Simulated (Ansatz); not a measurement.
# In₂Se₃ (within 0.1 Å of P-3m1, No. 164; cell taken from a computed entry)

Calculation: r²SCAN0 (PAW; Ansatz, a quantum-chemistry and plane-wave program).

Numerical settings: plane-wave cutoff 520 eV, 6×6×4 k mesh (along the axes of the cell as run), Fermi–Dirac smearing 0.01 eV, scalar-relativistic PAW data made under PBE.

Cell: relaxed with PBEsol: a = 3.947 Å, b = 3.947 Å, c = 9.542 Å, α = 90.00°, β = 90.00°, γ = 120.00°.

- band gap: 1.45 eV (on the SCF k mesh)
- smallest direct gap on the k points sampled: 2.02 eV
- direct gap at Γ: 2.79 eV

Note: cell and atoms aren't relaxed at this level (largest force component 0.34 eV/Å, pressure -0.3 GPa); the cell has widely spaced layers and the level no dispersion term, so their spacing and the moduli can rest on weak binding.

Spin–orbit coupling is not included.

Static lattice: no zero-point or thermal effects.

Computing time: roughly 18 core-minutes.
